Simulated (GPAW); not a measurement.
Pressure against volume in wurtzite ZnO (space group 186) (GPAW, LDA)

```xyz
4
Lattice="3.1236 0.0000 0.0000 -1.5618 2.7051 0.0000 0.0000 0.0000 5.0074" Properties=species:S:1:pos:R:3 pbc="T T T"
Zn     0.0000     1.8034     0.0000
Zn     1.5618     0.9017     2.5037
O      0.0000     1.8034     1.9128
O      1.5618     0.9017     4.4165
```

Method of the run: LDA (Perdew-Wang 92), GPAW PAW datasets LDA (gpaw-data 1.0.1) (plane waves; GPAW 25.7.0). Settings: mode = pw; ecut = 1040 eV; xc = LDA; kpts = 12 12 7; mesh shift (steps) = 0 0 0; occupations.name = fermi-dirac; occupations.width = 0.01 eV; nbands = -6; convergence.density = 1e-05 e/electron; convergence.bands = -4; symmetry.symmorphic = false; symmetry.tolerance = 0.0005; maxiter = 120. The cell above is the first row's. The rows scale it uniformly. In all rows fractional positions and the k mesh are held.

| V (Å^3/atom) | P (GPa) |
|---|---|
| 10.578 | ? |
| 10.808 | 6.78 |
| 11.038 | 2.92 |
| 11.268 | -0.52 |
| 11.497 | -3.61 |
| 11.727 | -6.38 |
| 11.957 | -8.84 |
| 12.187 | -11.04 |
| 12.417 | -13.02 |

The 8 complete rows are fitted with a cubic, P against V. With u = V - 11.6, the rows have u = -0.7920, -0.5620, -0.3320, -0.1030, 0.1270, 0.3570, 0.5870, 0.8170. Least squares gives P = -4.886 - 12.0831·u + 2.9787·u² - 0.4556·u³. Residuals (row less fit): 0.001, -0.006, 0.009, -0.001, -0.007, 0.001, 0.005, -0.002; standard error 0.007 (degrees of freedom: 4). The fitted pressure is zero at V0 = 11.23, where dP/dV = -14.47, so B0 = -V0·dP/dV = 162 GPa.

### Question
What does the fit predict for P at V = 10.578, and how far is the calculated value from it?

### Answer
u = -1.0220, so P = -4.886 - 12.0831 × (-1.0220) + 2.9787 × (-1.0220)² - 0.4556 × (-1.0220)³ = 11.060 GPa. The calculation gives 11.10 GPa, 0.040 GPa above the prediction (0.2 % of the range of P in the table). The row lies outside the fitted rows, so this is an extrapolation. From the scatter of the fitted rows alone, a prediction at this place has a standard error of 0.019 GPa, so the miss is 2.1 times that.

Carrying the step between the two nearest rows on in a straight line would have given 10.64, off by 0.46; series whose last step already gives the withheld value aren't shown. The scan was laid around a cell of about the measured size, scaled by a guess for this functional; axis ratios and inner coordinates come from that cell. The runs keep the symmetry of the cell, so they don't test it for distortions. The shape of the cell and the inner coordinates aren't relaxed, so V0 and B0 belong to this uniform scaling; a relaxed crystal lies no higher in energy and is usually softer (forces reach 0.05 eV/Å in these rows). Cutoffs and mesh are single choices, not tested for convergence of this quantity. Series with a scatter that would blur these digits, or in which a gap closes, are not shown.
